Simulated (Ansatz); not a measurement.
**Pressure series in BaTiO3**

The reference is BaTiO$_{3}$ in the cubic perovskite structure (space group Pm-3m, No. 221).

```xyz
5
Lattice="4.0192 0.0000 0.0000 0.0000 4.0192 0.0000 0.0000 0.0000 4.0192" Properties=species:S:1:pos:R:3 pbc="T T T"
Ba     0.0000     0.0000     0.0000
Ti     2.0096     2.0096     2.0096
O      2.0096     0.0000     2.0096
O      0.0000     2.0096     2.0096
O      2.0096     2.0096     0.0000
```

Cell and atoms are relaxed at each pressure.

Calculations: PBE (Ansatz, a first-principles code; PAW; 420 eV plane waves; without spin-orbit coupling).

Notes on the quantities. enthalpy: H = E + PV relative to the base's energy.

```
case              lattice parameter a  band gap  width of the top valence band       enthalpy
----------------  -------------------  --------  -----------------------------  -------------
base                          4.019 Å   1.78 eV                        0.95 eV              –
pressure −2 GPa               4.036 Å   1.76 eV                        0.95 eV  -0.16 eV/atom
pressure −1 GPa               4.028 Å   1.77 eV                        0.95 eV  -0.08 eV/atom
pressure 0.3 GPa              4.017 Å   1.79 eV                        0.96 eV  +0.02 eV/atom
pressure 0.7 GPa                    ?   1.79 eV                        0.96 eV  +0.06 eV/atom
pressure 1.5 GPa              4.007 Å   1.80 eV                        0.96 eV  +0.12 eV/atom
pressure 3 GPa                3.996 Å   1.82 eV                        0.96 eV  +0.24 eV/atom
pressure 5 GPa                3.981 Å   1.85 eV                        0.96 eV  +0.40 eV/atom
pressure 7.5 GPa              3.964 Å   1.87 eV                        0.97 eV  +0.59 eV/atom
pressure 10 GPa               3.947 Å   1.90 eV                        0.97 eV  +0.79 eV/atom
```

Q: Some entries are withheld; estimate them.

A: 
- pressure 0.7 GPa, lattice parameter a: 4.014 Å

Load acts through the strain it causes; cell and atoms are relaxed under it. Stability against distortions was not tested. No other phases were tried under pressure. The final runs are not spin-polarised. Many cubic perovskites are stable only at high temperature; tilts and polar distortions were not tested. This is not the structure that BaTiO3 has at room temperature and ambient pressure.
